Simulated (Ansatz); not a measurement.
The starting structures come from a database of crystals and need not be the phases stable at ambient conditions.

By PBEsol, the system below comes out a metal.

The ballistic (Sharvin) conductance counts the channels at the Fermi level: G/A = (e²/h) × channels of both spins per area.

Consider the following.

```yaml
crystal:
  lattice:
    - [4.19219, 0.00000, 0.00000]
    - [0.00000, 4.19219, 0.00000]
    - [0.00000, 0.00000, 4.19219]
  atoms:
    - { symbol: N, position: [0.50000, 0.50000, 0.50000] }
    - { symbol: N, position: [0.50000, 0.00000, 0.00000] }
    - { symbol: N, position: [0.00000, 0.50000, 0.00000] }
    - { symbol: N, position: [0.00000, 0.00000, 0.50000] }
    - { symbol: W, position: [0.50000, 0.50000, 0.00000] }
    - { symbol: W, position: [0.00000, 0.50000, 0.50000] }
    - { symbol: W, position: [0.50000, 0.00000, 0.50000] }
```

Space group of this cell: Pm-3m. The cell was relaxed by PBE-D3(BJ); by PBEsol its mean pressure is -3.4 GPa.

The current flows along the normal of the first two printed cell vectors, the (001) plane of the conventional cell. No spin-orbit coupling; the value is a mean over 0.1 eV about the Fermi level.

Problem. State the ballistic conductance per area according to Ansatz (an electronic-structure program) with PBEsol.

Solution. 1.2 × 10¹⁵ S/m² for both spins.
